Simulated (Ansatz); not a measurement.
# V_N (metastable rock-salt TaN host)

Computed with PBE, PAW (plane waves to 420 eV; Ansatz, a program for electronic structure). Cell and caveats: 64-site cell; 4×4×4 shifted k-points; start: the N site; no spin–orbit coupling; not converged in cell size; the relaxation kept the symmetry of the starting site.

Neighbours after relaxation, in Å: of the emptied site: Ta 2.04, Ta 2.04, Ta 2.04, Ta 2.04, Ta 2.05, Ta 2.05.

```tsv
charge	moment (μB)	point group	largest move off a lattice site (Å)
0	not spin-polarised	Oh	0.16
```

Point groups are those of the whole cell at tolerances of 0.03 and 0.1 Å ("near" where only the looser one holds); none is given for unsettled states.

All states together cost around 8 core-minutes (rough).
